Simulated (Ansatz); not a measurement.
Start from WC (space group P-6m2, No. 187; a = 2.9225 Å, c = 2.8462 Å; relaxed with 0.1 eV smearing).

Calculations: DFT with PBE, PAW potentials and a 420 eV plane-wave cutoff in Ansatz (a first-principles code), without spin-orbit coupling.

Base values:

The pressure is 0.0 GPa. The band gap is zero.

Perturbation: every lattice vector is shortened by 4.02 %; the atoms relax in the strained cell.

Problem. How does this affect the energy relative to the base, pressure and band gap?

Solution. The energy increases by 0.211 eV/atom; the pressure (mean of the normal stresses, compression positive) goes from zero to 61.6 GPa; the band gap remains zero.

Stability against distortions was not tested. All final runs are without spin polarisation.
